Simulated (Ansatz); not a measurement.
# A constructed model of the (111) surface of fcc Ag, a pseudomorphic layer of Nb in the host's stacking (bottom of the slab: a bare face, its two planes held)

Method: PBE (plane waves to 420 eV, PAW; Ansatz, an electronic-structure program).

Model: 7-atom slab, 14.7 Å thick at the start with caps and adatoms, 15x15x1 mesh, Fermi-Dirac 0.1 eV, dipole correction, 2 atoms held, the rest relaxed; held to the start's symmetry, so lower structures may exist; no spin, no spin-orbit, no U. In PBE it is, or lies within 0.01 eV a 1x1 cell of, the lowest of the 2 structures of its composition computed so far; subsurface sites and larger cells were not tried.

```json
{
 "work_function_of_the_top_face": "4.99 eV",
 "energy_released_by_relaxation": "0.11 eV",
 "cost": "about 2.3 core-minutes (a rough figure)"
}
```
